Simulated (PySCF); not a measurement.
PySCF 2.14.0, HF/cc-pvtz, df: C[SiH](C)/C=[CH]/[Al]([OH])[OH], 19 atoms. The geometry is a generated start, not checked to be a minimum at this level.

| Item | Result |
|---|---|
| task | energy |
| method | hf |
| basis | cc-pvtz |
| two-electron scheme | density fitting |
| mf.init_guess | minao (default) |
| mf.DIIS | CDIIS (default) |
| mf.diis_space | 8 (default) |
| mf.conv_tol | 1e-09 (default) |
| basis functions | 402 |

On 4 threads, 1 BLAS thread. Build: conda-forge: OpenMP (GNU), OpenBLAS with its own threads, libcint, Libxc. One run each, on a shared machine, so no times are given.

Values of mol.max_memory tried: 8000 MB, 4000 MB, 2000 MB, 1000 MB, 500 MB, 300 MB, 200 MB.

### Question
How low can the memory setting go, and what changes on the way?

### Answer
It runs down to 200 MB, the lowest tried, with the same result. At 8000 MB: fitted integrals in memory. From 500 MB down: fitted integrals in a file.

```csv
mol.max_memory,path,peak memory
8000 MB,fitted integrals in memory,1.4 GiB
4000 MB,fitted integrals in memory,1.4 GiB
2000 MB,fitted integrals in memory,1.1 GiB
1000 MB,fitted integrals in memory,0.82 GiB
500 MB,fitted integrals in a file,0.30 GiB
300 MB,fitted integrals in a file,0.21 GiB
200 MB,fitted integrals in a file,0.18 GiB
```

Peak memory is the kernel's count for the largest process, libraries included and scratch files not.
